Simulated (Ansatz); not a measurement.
Take NaCl in the rock salt structure (space group Fm-3m, No. 225; a = 5.601 Å) as the base.

Method: plane-wave PAW DFT at the PBEsol level (Ansatz, a program for electronic structure, 420 eV), no spin-orbit coupling, earlier PAW set.

Base values:

The density comes out as 2.21 g/cm³, the electron mass is 0.39 mₑ (at Γ) and the band gap comes out as 5.01 eV.

Now apply this change: cell and atoms relaxed at a pressure of 3 GPa.

Problem. How does this affect the density, electron mass and band gap?

Solution. The density rises by 0.215 g/cm³ to 2.42 g/cm³; the electron mass changes from 0.39 mₑ (at Γ) to 0.38 mₑ (at Γ); the band gap grows by 0.38 eV (5.01 eV → 5.39 eV).

Load acts through the strain it causes; cell and atoms are relaxed under it. Masses are band curvatures over ±0.01 Å⁻¹ around the edge. No phonon test of stability was made.
